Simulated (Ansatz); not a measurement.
Base system: SiO2 (space group P4_12_12, No. 92; a = 5.029 Å, c = 7.011 Å). Axes: x, y, z lie along a, b, c of the conventional cell.

Method: Kohn–Sham DFT with the PBEsol functional, run in Ansatz (a program for electronic structure) with PAW and 420 eV plane waves, scalar-relativistic without spin-orbit coupling, earlier PAW set.

It is then changed as follows: the cell is compressed by 2.26 % along z with no lateral relaxation, atoms relaxed at fixed cell.

Predict the stress tensor and what it implies for the stiffness.

Stress of the strained cell less that of the base (GPa, compression positive):
```
  -0.17    0.00    0.00
   0.00   -0.17    0.00
   0.00    0.00    0.98
```

Then −Δσ_ii/ε with ε = -0.0226 gives secant stiffness values (nonlinear terms included at this strain): C33 ≈ 43 GPa.

Stability against distortions was not tested.
